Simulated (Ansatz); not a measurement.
# ScAl3, response to strain

The parent structure is ScAl₃ in the Cu3Au type structure (space group Pm-3m, No. 221; relaxed with 0.1 eV smearing).

```
ScAl3
1.0
    4.10667     0.00000     0.00000
    0.00000     4.10667     0.00000
    0.00000     0.00000     4.10667
Sc Al
1 3
Direct
  0.00000   0.00000   0.00000
  0.00000   0.50000   0.50000
  0.50000   0.00000   0.50000
  0.50000   0.50000   0.00000
```

Strains are applied to the cell and any free atomic positions relax.

Method: DFT with PBE, PAW potentials and a 420 eV plane-wave cutoff in Ansatz (a program for electronic structure), spin-orbit coupling left out.

Notes on the quantities. energy relative to the base: free energy F.

| change | energy relative to the base | pressure | volume per atom |
|---|---|---|---|
| base | 0 meV/atom | 0.0 GPa | 17.31 Å³ |
| isotropic strain +0.60 % | +1.5 meV/atom | -1.5 GPa | 17.63 Å³ |
| isotropic strain +1.20 % | +5.8 meV/atom | -2.9 GPa | 17.95 Å³ |
| isotropic strain +1.80 % | +13 meV/atom | -4.1 GPa | 18.27 Å³ |
| isotropic strain +2.40 % | +22 meV/atom | -5.3 GPa | 18.59 Å³ |
| isotropic strain +3.00 % | +34 meV/atom | -6.3 GPa | 18.92 Å³ |

Whether these cells are dynamically stable was not tested. All final runs are without spin polarisation.
